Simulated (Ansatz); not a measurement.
Candidates (primitive cells; geometry: cell and atoms relaxed with PBEsol):
A. Ba2CaMoO6 (Fm-3m), a = 5.894 Å, b = 5.894 Å, c = 5.894 Å, α = 60.00°, β = 60.00°, γ = 60.00°
B. BaTiO3 (P4mm), a = b = 3.955 Å, c = 4.045 Å, α = β = γ = 90.00°
C. BaO (Fm-3m), a = b = c = 3.882 Å, α = β = γ = 60.00°

Question: Order them by electron conductivity mass (lowest first) at the level PBEsol, rigid bands (Ansatz, an electronic-structure program).

Answer: C (0.50 mₑ), B (0.63 mₑ), A (0.86 mₑ)

Masses are for dilute carriers at 300 K, harmonic means over directions unless an axis is named. Spin-orbit coupling is left out.

Formula and space group known from diffraction (Crystallography Open Database), not checked to be the room-temperature form: Ba2CaMoO6 (Fm-3m).
